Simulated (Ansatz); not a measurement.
An Ansatz (an electronic-structure program) input (PBE, PAW, 420 eV (Ansatz; no spin-orbit coupling), earlier PAW set):

Ansatz 0.2 input:
```yaml
crystal:
  lattice:
    - [4.3543873191, 0, 0]
    - [-2.1771936595, 3.7710100362, 0]
    - [0, 0, 7.1081640052]
  atoms:
    - { symbol: Cd, position: [0.6666666667, 0.3333333333, 0.0004720293] }
    - { symbol: Cd, position: [0.3333333333, 0.6666666667, 0.5004720293] }
    - { symbol: Se, position: [0.6666666667, 0.3333333333, 0.6247279707] }
    - { symbol: Se, position: [0.3333333333, 0.6666666667, 0.1247279707] }
basis: { ecutwfc: 420, ecutrho_ratio: 4, xc_grid: 2, fft_grid_basis: typed }
kpoints: { mp_grid: { grid: [9, 9, 5] } }
hamiltonian:
  xc: pbe
  dispersion: none
  pseudopotentials: { azcp: { folder: ./paw }, kind: paw }
scf: { occupations: { method: fermi_dirac, width: 0.05 }, convergence: { dr2_threshold: 0.0000000004 } }
relax: { f_tol: 0.005, max_steps: 50 }
output: { forces: true, stress: true }
checkpoint: { write: state.ck, write_every: 1000 }
```

Which symmetry and how many k-points will the program report, and about how many plane waves at Γ?

Space group P63mc (ITA 186) with 12 operations, k-points 36 of 405, and 2297 plane waves at Γ.

And the final pressure?

0.92 GPa (compression positive).

The cells carry an imposed strain or load. No phonon test of stability was made. The cell was made from CdSe in the wurtzite structure (space group P6_3mc, No. 186) by this change: isotropic strain −0.65 %.
